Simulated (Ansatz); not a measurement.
The parent structure is a 12-atom supercell of TiB2 (space group P6/mmm, No. 191) at its relaxed geometry.

```xyz
12
Lattice="6.0637 0.0000 0.0000 -3.0318 5.2513 0.0000 3.0318 5.2513 3.2243" Properties=species:S:1:pos:R:3 pbc="T T T"
Ti     0.0000     0.0000     0.0000
Ti    -1.5159     2.6256     0.0000
Ti     3.0318     0.0000     0.0000
Ti     1.5159     2.6256     0.0000
B      3.0318     7.0017     1.6121
B      4.5478     4.3761     1.6121
B      0.0000     7.0017     1.6121
B      1.5159     4.3761     1.6121
B      4.5478     6.1265     1.6121
B      6.0637     3.5009     1.6121
B      1.5159     6.1265     1.6121
B      3.0318     3.5009     1.6121
```

The values are results of PBE/PAW in Ansatz (an electronic-structure program), without spin-orbit coupling, earlier PAW set, not measurements.

One neutral defect a cell, atoms relaxed at fixed cell.

One change was made to it. Results:

| quantity | base | after |
|---|---|---|
| pressure | 0.0 GPa | 50.3 GPa |
| largest displacement of a host atom from its site in the perfect cell | – | 0.24 Å |

Problem. Name the change that was made.
(A) B interstitial (started 1.54 Å from the nearest host atom), symmetric start
(B) In on a B site
(C) Hf on a Ti site, symmetric start

Solution. B, In on a B site. For comparison, the pressure in the other runs: B interstitial (started 1.54 Å from the nearest host atom), symmetric start gives 24.2 GPa; Hf on a Ti site, symmetric start gives 11.7 GPa.

In so small a cell the defect repeats every few ångströms: this is an ordered compound, not a dilute defect. Defects with a symmetric start kept the site's symmetry and may sit on a saddle; the others started slightly shaken. The final runs are not spin-polarised.
